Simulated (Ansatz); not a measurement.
InP (model structure, started from the CsCl type, Pm-3m, No. 221, 2 atoms in the cell): properties by level of theory

```tsv
level (code)	lattice parameter a (Å)	cohesive energy (eV/atom)
LDA (Ansatz)	3.361	___
PBE (Ansatz)	3.448	2.54
r²SCAN+rVV10 (Ansatz)	___	2.74
```

### Question
Fill in the missing entries.

### Answer

- LDA (Ansatz, an electronic-structure program), cohesive energy (eV/atom): 3.43
- r²SCAN+rVV10 (Ansatz), lattice parameter a (Å): 3.408

Ansatz's density-functional and Hartree–Fock values are scalar-relativistic unless marked +SOC, with PAW data made under PBE.

Free atoms are spin-polarised, in the lowest state found; at levels without +SOC their spin–orbit coupling is left out.

Static lattice: no zero-point or thermal effects.

A model structure was made by putting elements into a prototype or built by hand; it is no filed structure, need not be a known phase, and can be a saddle point held by its symmetry.
